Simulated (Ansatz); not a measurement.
# Carrier properties of CsH (Pm-3m)

Input:

```
CsH
1.0
    3.72468     0.00000     0.00000
    0.00000     3.72468     0.00000
    0.00000     0.00000     3.72468
Cs H
1 1
Direct
  0.00000   0.00000   0.00000
  0.50000   0.50000   0.50000
```

Level of theory: r2SCAN, rigid bands (plane waves, PAW, scalar-relativistic; Ansatz, a first-principles code). Condition of this run: functional r2SCAN on the same cell. Geometry: cell and atoms relaxed with PBEsol.

| Quantity | Value |
|---|---|
| band gap | 3.16 eV |
| electron conductivity mass (300 K, dilute) | 0.54 mₑ |
| hole conductivity mass (300 K, dilute) | 0.54 mₑ |
| effective density of states N_c (300 K) | 3.4e19 cm⁻³ |
| effective density of states N_v (300 K) | 9.4e18 cm⁻³ |
| density-of-states mass, electrons | 1.22 mₑ |
| density-of-states mass, holes | 0.52 mₑ |
| Seebeck coefficient, n-type 1e19 cm⁻³, 300 K | -320 μV/K |
| best n-type power factor at 300 K for τ = 10 fs (best axis; densities from 1e16 to 1e21 cm⁻³ tried, whether or not they can be reached) | 10.2 μW/(cm·K²) at 1e20 cm⁻³ |
| Seebeck coefficient, p-type 1e19 cm⁻³, 300 K | 240 μV/K |
| best p-type power factor at 300 K for τ = 10 fs (best axis; densities from 1e16 to 1e21 cm⁻³ tried, whether or not they can be reached) | 11.1 μW/(cm·K²) at 3e20 cm⁻³ |

Rigid bands; masses and Seebeck coefficients take one relaxation time τ for all states and one kind of carrier; polarons and phonon drag are left out. Spin-orbit coupling is left out; where it splits the top of the valence band, N_v and the p-type Seebeck coefficient come out somewhat high without it. Geometry: cell and atoms relaxed with PBEsol.

Computed structure, not matched to a measured one here, so possibly hypothetical: CsH (Pm-3m).
